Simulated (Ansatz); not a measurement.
Thermal properties of Ir (fcc (Cu type), Fm-3m) at 300 K from quasi-harmonic approximation in Ansatz (plane waves, PAW), for several functionals and conditions. The first row is the reference, at zero pressure. Spin-orbit coupling is not included.

```csv
run,q mesh / k mesh,V (Å³/atom),α_L (10⁻⁶/K),bulk modulus B_T (GPa),γ,C_P (J/mol/K)
PBEsol,4×4×4 / 16×16×16,14.14,6.7,371,2.57,25.0
LDA,4×4×4 / 16×16×16,13.93,…,…,2.57,24.9
"PBEsol, pressure 5 GPa",4×4×4 / 16×16×16,13.96,6.1,397,2.50,24.9
```

Problem. What belongs in the gaps?

Solution. 
- LDA, α_L (10⁻⁶/K): 6.4
- LDA, bulk modulus B_T (GPa): 390

Whether this phase is the stable one at each condition was not tested.

The PAW data sets were generated under PBE and serve the other functionals too.

Ansatz is a program for electronic structure.
